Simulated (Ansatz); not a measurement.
Take GaAs in the zinc blende structure (space group F-43m, No. 216; a = 5.666 Å) as the base. Axes: x, y, z lie along the cube axes.

All numbers come from DFT with r2SCAN, PAW potentials and a 500 eV plane-wave cutoff in Ansatz (a first-principles code), no spin-orbit coupling, earlier PAW set.

Free-standing slabs (2 atom(s) a layer) normal to [110] with 15 Å of vacuum; in-plane cell held at bulk.

One change was made to it. Results:

The band gap increases by 0.34 eV (0.97 eV → 1.31 eV); the shortest interatomic distance falls by 0.035 Å (2.453 Å → 2.418 Å).

**Question.** Name the change that was made.
A. 4 layers
B. 1 layer
C. 3 layers
D. 5 layers
E. 7 layers

**Answer.** A, 4 layers. For comparison, the band gap in the other runs: 7 layers gives 1.07 eV; 1 layer gives zero; 3 layers gives 0.52 eV; 5 layers gives 1.07 eV.

No phonon test of stability was made. The final runs are not spin-polarised. A zero or small gap of GaAs can be the functional's error rather than a property of the material.
